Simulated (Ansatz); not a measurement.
# SrO in the rock salt structure (space group Fm-3m, No. 225)

```cif
data_OSr
_chemical_formula_sum 'Sr1 O1'
_space_group_name_H-M_alt 'P 1'
_space_group_IT_number 1
_cell_length_a 3.67335
_cell_length_b 3.67335
_cell_length_c 3.67335
_cell_angle_alpha 60.000
_cell_angle_beta 60.000
_cell_angle_gamma 60.000
loop_
_space_group_symop_operation_xyz
  'x, y, z'
loop_
_atom_site_label
_atom_site_type_symbol
_atom_site_fract_x
_atom_site_fract_y
_atom_site_fract_z
_atom_site_occupancy
Sr1 Sr 0.50000 0.50000 0.50000 1
O1 O 0.00000 0.00000 0.00000 1
```

All numbers come from DFT with PBE, PAW potentials and a 420 eV plane-wave cutoff in Ansatz (an electronic-structure program), scalar-relativistic without spin-orbit coupling. Γ-centred 11×11×11 mesh, Fermi–Dirac width 0.05 eV.

| Property | Result |
|---|---|
| Volume per atom | 17.52 Å³ |
| Density | 4.91 g/cm³ |
| Band gap | 3.33 eV, indirect, Γ → X |
| Electron mass | 1.2 mₑ along k, 0.41 mₑ across |
| Lowest conduction-band minima above the VBM | X along ⟨100⟩ 3.33 eV; Γ 3.79 eV |
| Total energy | -2057.314 eV/atom (σ→0; compares only within this code and set-up) |

Masses are band curvatures over ±0.01 Å⁻¹ around the edge. Along k means along the line from Γ to the band edge. Stability against distortions was not tested.
